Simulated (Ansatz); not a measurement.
An Ansatz (a first-principles code) input (PBEsol-D3(BJ) in Ansatz (plane waves to 420 eV, PAW, no spin-orbit coupling)):

Ansatz 0.2 input:
```yaml
crystal:
  lattice:
    - [3.768507355, 0, 0]
    - [0, 3.768507355, 0]
    - [0, 0, 4.5023974115]
  atoms:
    - { symbol: Sn, position: [0.5, 0, 0.7461725107] }
    - { symbol: Sn, position: [0, 0.5, 0.2538274893] }
    - { symbol: O, position: [0.5, 0.5, 0] }
    - { symbol: O, position: [0, 0, 0] }
basis: { ecutwfc: 420, ecutrho_ratio: 4, xc_grid: 2, fft_grid_basis: typed }
kpoints: { mp_grid: { grid: [15, 15, 13] } }
hamiltonian:
  xc: pbesol
  dispersion: d3bj
  pseudopotentials: { kind: paw }
scf: { occupations: { method: fermi_dirac, width: 0.1 }, convergence: { dr2_threshold: 0.0000000004 } }
relax: { f_tol: 0.005, max_steps: 50 }
output: { forces: true, stress: true }
checkpoint: { write: state.ck, write_every: 1000 }
```

Task: Which symmetry and how many k-points will the program report, and about how many plane waves at Γ?

Result: Space group P4/nmm (ITA 129) with 16 operations, k-points 252 of 2925, and 1239 plane waves at Γ.

Task: And the final pressure?

Result: 0.43 GPa (compression positive).

The cells carry an imposed strain or load. Whether these cells are dynamically stable was not tested. The final runs are not spin-polarised. The cell was made from SnO (space group P4/nmm, No. 129; layered, stacked along the Cartesian z axis) by this change: uniaxial strain ε_zz = −1.20 %.
